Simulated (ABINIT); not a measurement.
# Input and output of a self-consistent single point for Cs₂RbLaCl₆ (Fm-3m, 10 atoms in the cell) (ABINIT)

Level of theory: LDA (PW92), PAW (JTH v2.0 LDA PAW) (plane waves; ABINIT).

The input file:

```
# Cs2RbLaCl6, JTH v2.0 LDA PAW
pp_dirpath "./"
pseudos "Cs.LDA_PW-JTH.xml, Rb.LDA_PW-JTH.xml, La.LDA_PW-JTH.xml, Cl.LDA_PW-JTH.xml"
acell 8.3131984538 8.3131984538 8.3131984538 Angstrom
rprim
        -0.0000000000    0.7071067812    0.7071067812
         0.7071067812   -0.0000000000    0.7071067812
         0.7071067812    0.7071067812   -0.0000000000
natom 10
ntypat 4
znucl 55 37 57 17
typat 1 1 2 3 4 4 4 4 4 4
xred
         0.7500000000    0.7500000000    0.7500000000
         0.2500000000    0.2500000000    0.2500000000
         0.5000000000    0.5000000000    0.5000000000
         0.0000000000    0.0000000000    0.0000000000
         0.7658200000    0.2341800000    0.2341800000
         0.2341800000    0.7658200000    0.7658200000
         0.2341800000    0.7658200000    0.2341800000
         0.7658200000    0.2341800000    0.7658200000
         0.2341800000    0.2341800000    0.7658200000
         0.7658200000    0.7658200000    0.2341800000
ecut 26 Ha
pawecutdg 52 Ha
pawxcdev 0
ixc 7
occopt 7
tsmear 0.00073499
nband 51
kptopt 1
ngkpt 3 3 3
nshiftk 1
shiftk 0 0 0
nstep 80
toldfe 1.0e-09
prtwf 0
prtden 0
prtvol 1
enunit 1
```

Log, with long lists cut:

```
 Symmetries : space group Fm -3 m (#225); Bravais cF (face-center cubic)

 -outvars: echo values of preprocessed input variables --------
            acell      1.5709668366E+01  1.5709668366E+01  1.5709668366E+01 Bohr
             ecut      2.60000000E+01 Hartree
           enunit           1
              ixc           7
         kptrlatt        3    0    0      0    3    0      0    0    3
          kptrlen      4.71290051E+01
            natom          10
            nband          51
            ngfft          75      75      75
          ngfftdg         108     108     108
             nkpt           4
            nstep          80
             nsym          48
           ntypat           4
           occopt           7
        pawecutdg      5.20000000E+01 Hartree
         pawxcdev           0
            rprim     -0.0000000000E+00  7.0710678120E-01  7.0710678120E-01
                       7.0710678120E-01 -0.0000000000E+00  7.0710678120E-01
                       7.0710678120E-01  7.0710678120E-01 -0.0000000000E+00
          spgroup         225
           toldfe      1.00000000E-09 Hartree
           tsmear      7.34990000E-04 Hartree
            typat      1  1  2  3  4  4  4  4  4  4
           useylm           1
             xred      7.5000000000E-01  7.5000000000E-01  7.5000000000E-01
                       2.5000000000E-01  2.5000000000E-01  2.5000000000E-01
                       5.0000000000E-01  5.0000000000E-01  5.0000000000E-01
                       0.0000000000E+00  0.0000000000E+00  0.0000000000E+00
                       7.6582000000E-01  2.3418000000E-01  2.3418000000E-01
                       2.3418000000E-01  7.6582000000E-01  7.6582000000E-01
                       2.3418000000E-01  7.6582000000E-01  2.3418000000E-01
                       7.6582000000E-01  2.3418000000E-01  7.6582000000E-01
                       2.3418000000E-01  2.3418000000E-01  7.6582000000E-01
                       7.6582000000E-01  7.6582000000E-01  2.3418000000E-01
            znucl       55.00000   37.00000   57.00000   17.00000

== DATASET  1 ==================================================================

 Exchange-correlation functional for the present dataset will be:
  LDA: Perdew-Wang 92 LSD fit to Ceperley-Alder data - ixc=7
 Citation for XC functional:
  J.P.Perdew and Y.Wang, PRB 45, 13244 (1992)

 Real(R)+Recip(G) space primitive vectors, cartesian coordinates (Bohr,Bohr^-1):
 R(1)=  0.0000000 11.1084130 11.1084130  G(1)= -0.0450109  0.0450109  0.0450109
 R(2)= 11.1084130  0.0000000 11.1084130  G(2)=  0.0450109 -0.0450109  0.0450109
 R(3)= 11.1084130 11.1084130  0.0000000  G(3)=  0.0450109  0.0450109 -0.0450109
 Unit cell volume ucvol=  2.7414861E+03 bohr^3
 Angles (23,13,12)=  6.00000000E+01  6.00000000E+01  6.00000000E+01 degrees

 Coarse grid specifications (used for wave-functions):

 getcut: wavevector=  0.0000  0.0000  0.0000  ngfft=  75  75  75
         ecut(hartree)=     26.000   => boxcut(ratio)=   2.05254

 Fine grid specifications (used for densities):

 getcut: wavevector=  0.0000  0.0000  0.0000  ngfft= 108 108 108
         ecut(hartree)=     52.000   => boxcut(ratio)=   2.11782

   1.97191977E+04                                ecore*ucvol(ha*bohr**3)

_setup2: Arith. and geom. avg. npw (full set) are   17361.519   17361.454

--- !BeginCycle
solver: {iscf: 17, nstep: 80, nline: 4, wfoptalg: 10, }
tolerances: {toldfe: 1.00E-09, }
...

     iter   Etot(hartree)      deltaE(h)  residm     nres2
 ETOT  1  -189.11238989177    -1.891E+02 2.002E-01 9.777E+00
 ETOT  2  -189.63427335175    -5.219E-01 5.675E-03 5.682E+00
 ETOT  3  -189.61569334155     1.858E-02 9.929E-03 1.441E+00
 ETOT  4  -189.60970025842     5.993E-03 2.210E-03 4.041E-01
 ETOT  5  -189.60669784462     3.002E-03 1.193E-03 7.649E-02
 ETOT  6  -189.60607624372     6.216E-04 1.802E-04 1.969E-02
   [... 5 lines left out ...]
 ETOT 12  -189.60582510459    -4.978E-09 1.185E-05 7.949E-07
 ETOT 13  -189.60582509995     4.640E-09 7.009E-06 1.890E-07
 ETOT 14  -189.60582509819     1.765E-09 4.950E-06 1.146E-08
 ETOT 15  -189.60582509833    -1.434E-10 2.936E-06 1.625E-09
 ETOT 16  -189.60582509834    -1.134E-11 2.069E-06 4.354E-10

 At SCF step   16, etot is converged :
  for the second time, diff in etot=  1.134E-11 < toldfe=  1.000E-09

 Cartesian components of stress tensor (hartree/bohr^3)
  sigma(1 1)=  5.26643156E-05  sigma(3 2)=  0.00000000E+00
  sigma(2 2)=  5.26643156E-05  sigma(3 1)=  0.00000000E+00
  sigma(3 3)=  5.26643156E-05  sigma(2 1)=  0.00000000E+00

 ----iterations are completed or convergence reached----

 reduced coordinates (array xred) for   10 atoms
       0.750000000000      0.750000000000      0.750000000000
       0.250000000000      0.250000000000      0.250000000000
       0.500000000000      0.500000000000      0.500000000000
       0.000000000000      0.000000000000      0.000000000000
       0.765820000000      0.234180000000      0.234180000000
       0.234180000000      0.765820000000      0.765820000000
       0.234180000000      0.765820000000      0.234180000000
       0.765820000000      0.234180000000      0.765820000000
       0.234180000000      0.234180000000      0.765820000000
       0.765820000000      0.765820000000      0.234180000000
 cartesian forces (eV/Angstrom) at end:
    1      0.00000000000000    -0.00000000000000     0.00000000000000
    2      0.00000000000000    -0.00000000000000     0.00000000000000
    3     -0.00000000000000    -0.00000000000000    -0.00000000000000
    4     -0.00000000000000    -0.00000000000000    -0.00000000000000
    5     -0.03494943658073    -0.00000000000000    -0.00000000000000
    6      0.03494943658073    -0.00000000000000    -0.00000000000000
    7     -0.00000000000000    -0.03494943658073    -0.00000000000000
    8     -0.00000000000000     0.03494943658073    -0.00000000000000
    9     -0.00000000000000    -0.00000000000000    -0.03494943658073
   10     -0.00000000000000    -0.00000000000000     0.03494943658073
 frms,max,avg= 1.5629863E-02 3.4949437E-02   0.000E+00  0.000E+00  0.000E+00 e/A
 length scales= 15.709668366010 15.709668366010 15.709668366010 bohr
              =  8.313198453800  8.313198453800  8.313198453800 angstroms
 Fermi (or HOMO) energy (eV) =  -0.17337   Average Vxc (eV)=  -7.77920
 Eigenvalues (   eV  ) for nkpt=   4  k points:
 kpt#   1, nband= 51, wtk=  0.03704, kpt=  0.0000  0.0000  0.0000 (reduced coord)
 -31.66419  -25.43748  -21.41966  -21.41728  -15.96028  -15.96028  -15.96028  -14.16158
 -14.06831  -14.06831  -13.45118  -13.45118  -13.45118   -9.59218   -9.59218   -9.59218
  -8.14755   -8.14755   -8.14755   -8.11019   -8.11019   -8.11019   -3.46311   -3.24056
  -3.24056   -3.00647   -3.00647   -3.00647   -2.49679   -2.49679   -2.49679   -2.24054
  -2.24054   -2.24054   -2.01281   -2.01281   -2.01281   -1.83361   -1.83361   -1.83361
   2.66536    3.08429    3.18380    3.18380    3.18380    3.26641    3.26641    3.26641
   3.45892    3.45892    3.45892
 prteigrs : prtvol=0 or 1, do not print more k-points.

--- !EnergyTerms
comment             : Components of total free energy in Hartree
kinetic             :  6.72728463818696E+01
hartree             :  4.40503259587339E+01
xc                  : -6.89140781052091E+01
Ewald energy        : -1.33807543018276E+02
psp_core            :  7.19288618330604E+00
local_psp           : -1.36428505533786E+02
spherical_terms     :  3.10282422656128E+01
internal            : -1.89605825867749E+02
'-kT*entropy'       : -2.08469117786100E-18
total_energy        : -1.89605825867749E+02
total_energy_eV     : -5.15943690977963E+03
...

-Cartesian components of stress tensor (GPa)         [Pressure= -1.5494E+00 GPa]
- sigma(1 1)=  1.54943740E+00  sigma(3 2)=  0.00000000E+00
- sigma(2 2)=  1.54943740E+00  sigma(3 1)=  0.00000000E+00
- sigma(3 3)=  1.54943740E+00  sigma(2 1)=  0.00000000E+00

 Calculation completed.
```

The run converged in 16 iterations.

The starting cell comes from a database of computed structures (which also holds hypothetical and non-ambient phases and stackings), without a prior relaxation at this level. Its lattice was rescaled by a random factor within 2.5 % of one.

Cost on one core of a shared machine: roughly 7 min.
